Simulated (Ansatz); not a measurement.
Consider BN in the zinc blende structure (space group F-43m, No. 216).

```
CELL_PARAMETERS angstrom
      0.00000     1.81234     1.81234
      1.81234     0.00000     1.81234
      1.81234     1.81234     0.00000
ATOMIC_POSITIONS crystal
  N  0.75000 0.75000 0.75000
  B  0.00000 0.00000 0.00000
```

All numbers come from DFT with PBE, PAW potentials and a 420 eV plane-wave cutoff in Ansatz (an electronic-structure program), no spin-orbit coupling.

Before the change:

Band gap: 4.46 eV
Lattice parameter a: 3.625 Å
Gap character: indirect, Γ → X
Electron mass: 0.91 mₑ along k, 0.30 mₑ across (at X)

One thing is altered: hydrostatic tension (pressure −1 GPa).

**Question.** What does the calculation give for the band gap after the change?

**Answer.** The band gap remains 4.46 eV.

**Question.** How does this affect the lattice parameter a?

**Answer.** The lattice parameter a grows by 0.003 Å (3.625 Å → 3.628 Å).

**Question.** Estimate the effect on the gap character.

**Answer.** The gap character stays indirect, Γ → X.

**Question.** Predict the new electron mass.

**Answer.** The electron mass changes from 0.91 mₑ along k, 0.30 mₑ across (at X) to 0.92 mₑ along k, 0.30 mₑ across (at X).

Load acts through the strain it causes; cell and atoms are relaxed under it. Masses are band curvatures over ±0.01 Å⁻¹ around the edge. Along k means along the line from Γ to the band edge. No phonon test of stability was made.
